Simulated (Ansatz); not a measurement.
## A computed series for CuI: pressure series

Base system: CuI in the zinc blende structure (space group F-43m, No. 216; a = 6.079 Å).

Cell and atoms are relaxed at each pressure.

Level of theory: PBE (Ansatz, a first-principles code), no spin-orbit coupling.

```csv
pressure (GPa),volume per atom (Å³/atom)
-2,29.813
-1,28.865
0,28.085
0.9,27.472
4.5,?
9,24.065
15,22.583
22.5,21.245
30,20.230
```

Problem. Fit the third-order Birch–Murnaghan form P(V) = (3B₀/2)[(V₀/V)^(7/3) − (V₀/V)^(5/3)]·[1 + (3/4)(B₀′ − 4)((V₀/V)^(2/3) − 1)] (squares taken in P) to the rows shown and predict the withheld row.

Solution. Least squares on the printed values gives V₀ = 28.084 Å³/atom, B₀ = 39.2 GPa, B₀′ = 5.1; this predicts 25.644 Å³/atom, and the run gives 25.635 Å³/atom, 0.009 lower.

Measured bulk modulus of CuI: 36.6 GPa (temperature not stated; as listed in Abhijith M. Gopakumar et al., Physical Chemistry Chemical Physics (2017)); the computed value is for a static lattice, so the two differ by thermal effects too.

Load acts through the strain it causes; cell and atoms are relaxed under it. Stability against distortions was not tested. Tetrahedral semiconductors of this kind turn to denser phases somewhere between about 1 and 50 GPa; those were not computed, so compressed cells here can lie past the real transition. The final runs are not spin-polarised.
